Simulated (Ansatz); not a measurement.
The starting structures come from a database of crystals and need not be the phases stable at ambient conditions.

 Where the default PAW files enter, the runs use the earlier of Ansatz's two default sets.

Tunnelling through a barrier is set by its complex band structure: the current falls as exp(−2κd) with the smallest κ.

```
BN
1.0
    2.56397     0.00000     0.00000
   -1.28198     2.22046     0.00000
    1.28198    -0.74015     2.03067
B N
1 1
Direct
  0.00000   0.00000   0.00000
  0.75000   0.25000   0.75000
```

Space group of this cell: R3m. The cell is strained (lengths along the current scaled by 0.97, ions clamped); by r2SCAN its mean pressure is 7.0 GPa.

Transport runs along the normal of the first two printed cell vectors, the (111) (indices of the unstrained crystal) plane of the conventional cell.

No gap correction and no spin-orbit coupling; mid-gap values are interpolated between computed energies.

### Question
Compute, with r2SCAN (Ansatz, a quantum-chemistry and plane-wave program), the band gap and the smallest decay constant κ at mid-gap.

### Answer
Gap 4.92 eV on a 14×14×14 mesh; κ = 0.373 1/Å, at the zone centre.
